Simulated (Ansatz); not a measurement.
Input:

```
GaN
1.0
    0.00000     2.27125     2.27125
    2.27125     0.00000     2.27125
    2.27125     2.27125     0.00000
N Ga
1 1
Direct
  0.75000   0.75000   0.75000
  0.00000   0.00000   0.00000
```

No spin polarisation.

The values are results of PBE in Ansatz (plane waves to 420 eV, PAW, no spin-orbit coupling), not measurements. k-mesh 12×12×12 (Γ-centred); smearing 0.05 eV (Fermi–Dirac).

### Question
Predict the width of the top valence band.

### Answer
3.52 eV.

### Question
Predict the hole mass (degenerate bands, along [100]).

### Answer
0.15, 0.89, 0.89 mₑ (at Γ).

### Question
What band gap does the calculation give?

### Answer
1.57 eV.

Load acts through the strain it causes; cell and atoms are relaxed under it. Effective masses come from finite differences of ±0.01 Å⁻¹. No phonon test of stability was made. The cell was made from GaN in the zinc blende structure (space group F-43m, No. 216) by this change: pressure 0.7 GPa. This is not the structure that GaN has at room temperature and ambient pressure.

Ansatz is an electronic-structure program.
